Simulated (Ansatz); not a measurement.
The cell is built on a prototype and need not be the phase stable at ambient conditions.

By PBEsol, the system below comes out a metal.

Consider the following.

```
CELL_PARAMETERS angstrom
      4.41884     0.00000     0.00000
     -2.20942     3.82683     0.00000
      2.20942     1.27561     1.80399
ATOMIC_POSITIONS crystal
  W  0.00000 0.00000 0.00000
  Re 0.00000 0.50000 0.50000
```

Space group of this cell: Pm-3m, CsCl type. The cell was relaxed by PBE-D3(BJ); by PBEsol its mean pressure is -2.1 GPa.

The current flows along the normal of the first two printed cell vectors. No spin-orbit coupling; the value is a mean over 0.1 eV about the Fermi level.

Question: State the ballistic conductance per area according to PBEsol (Ansatz, an electronic-structure program).

Answer: 1.5 × 10¹⁵ S/m² for both spins.
